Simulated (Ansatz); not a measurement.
MgO (Fm-3m) under hydrostatic pressure: electron conductivity mass by PBEsol, rigid bands (plane waves, PAW, scalar-relativistic; Ansatz, a quantum-chemistry and plane-wave program). The unloaded cell, whose axes the loads refer to:

```
CELL_PARAMETERS angstrom
      0.00000     2.10703     2.10703
      2.10703     0.00000     2.10703
      2.10703     2.10703     0.00000
ATOMIC_POSITIONS crystal
  Mg 0.00000 0.00000 0.00000
  O  0.50000 0.50000 0.50000
```

```csv
hydrostatic pressure (GPa),volume per atom (Å³),electron conductivity mass (mₑ)
-2,9.48,0.346
0,9.35,0.351
2,9.24,0.356
5,9.08,?
10,8.84,0.371
```

Task: Fit a straight line to ln(electron conductivity mass) against the load over the rows given, and predict the row at 5 GPa.

Result: The means are x̄ = 2.500 GPa and ȳ = -1.0332; Σ(x − x̄)(y − ȳ) = 0.4731 and Σ(x − x̄)² = 83.00, so the slope is 0.570 % per GPa, and the rows given lie within 0.32 % of the line. At 5 GPa the line gives 0.361 mₑ; the calculation gives 0.362 mₑ, 0.28 % from it.

Masses are for dilute carriers at 300 K, harmonic means over directions unless an axis is named. Spin-orbit coupling is left out. Stresses and pressures are the targets of the relaxation. The structure type is held at every load. Geometry: cell and atoms relaxed with PBEsol.
